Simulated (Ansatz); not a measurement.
For CsCl-type NiAl, PBE (Ansatz, a first-principles code, PAW) gives:

```
Quantity                           Result
-------------------------  --------------
lattice constant a                2.893 Å
bulk modulus                      159 GPa
cohesive energy              4.75 eV/atom
elastic constant C11              205 GPa
elastic constant C44              118 GPa
polycrystal shear modulus        72.4 GPa
formation enthalpy         -0.654 eV/atom
```

Q: What does r²SCAN (Ansatz, PAW) give for the same quantities?

A: 
- lattice constant a: 2.863 Å (drops by 1.0 %)
- bulk modulus: 176 GPa (rises by 11 %)
- cohesive energy: 4.80 eV/atom (rises by 0.05 eV/atom)
- elastic constant C11: 233 GPa (increases by 14 %)
- elastic constant C44: 134 GPa (rises by 14 %)
- Voigt–Reuss–Hill shear modulus: 85.1 GPa (increases by 18 %)
- formation enthalpy: -0.676 eV/atom (moves by -0.022 eV/atom)

For comparison: lattice constant a 2.882 Å (measured, extrapolated to 0 K, zero-point anharmonic expansion removed (Haas, Tran, Blaha 2009); as tabulated in Levämäki et al. (2014), arXiv:1402.3671); bulk modulus 156 GPa (measured, room temperature, no zero-point or thermal correction; as tabulated in Yamada et al. (2019), arXiv:1910.09660); formation enthalpy -0.640 ± 0.01 eV/atom (measured, 298 K, copied from a table, unchecked, no zero-point or thermal correction; as tabulated in Wang et al. (2021), doi:10.1038/s41598-021-94550-5).

Changes are worked out from the printed values.

Unless a cell is named, each level is at its own relaxed cell (PBE 12.11, r²SCAN 11.74 Å³/atom).

The crystal itself was run without spin with PBE, r²SCAN; a magnetic state was not tried in these runs.

Ansatz's density-functional and Hartree–Fock values are scalar-relativistic unless marked +SOC, with PAW data made under PBE.
